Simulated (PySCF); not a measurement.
PySCF 2.14.0, WB97X/def2-svp, df: B(F)(Me)(OiPr) (CB(F)OC(C)C), 17 atoms. The geometry is a generated start, not checked to be a minimum at this level.

```json
{
  "task": "energy",
  "method": "wb97x",
  "basis": "def2-svp",
  "two_electron_scheme": "density fitting",
  "mol.max_memory": "3000 MB",
  "mf.max_cycle": "100",
  "mf.init_guess": "minao (default)",
  "mf.DIIS": "CDIIS (default)",
  "mf.diis_space": "8 (default)",
  "mf.conv_tol": "1e-09 (default)",
  "mf.grids.level": "3 (default)",
  "basis_functions": "148",
  "grid_points": "196944"
}
```

```xyz
17

B      0.1465     0.5461     1.4258
F      0.4613    -0.5868     2.0926
C     -0.1939     1.8554     2.2513
H      0.2595     2.7390     1.8105
H      0.1383     1.7703     3.2829
H     -1.2690     2.0205     2.2647
O      0.1103     0.5263     0.1011
C      0.3714    -0.6217    -0.7069
C      0.6807    -0.1344    -2.1202
C     -0.8333    -1.5594    -0.6857
H      1.2434    -1.1477    -0.2950
H     -0.1756     0.4034    -2.5188
H      0.8998    -0.9830    -2.7612
H      1.5365     0.5331    -2.1063
H     -1.0402    -1.8728     0.3347
H     -1.7085    -1.0497    -1.0813
H     -0.6272    -2.4387    -1.2880
```

One run each on 2 threads, 1 BLAS thread. Values of level_shift (Hartree) tried: 0 (default), 0.1, 0.3, 1.

Q: Which value of level_shift (Hartree) needs the fewest Fock builds, and what happens away from it?

A: Fewest Fock builds, within one of each other: 0 (default) with 12, 0.1 with 13. The count rises to 24 at 1. All converge to one solution.

```
level_shift (Hartree)  Fock builds            end
---------------------  -----------  -------------
0 (default)                     12  same solution
0.1                             13  same solution
0.3                             15  same solution
1                               24  same solution
```
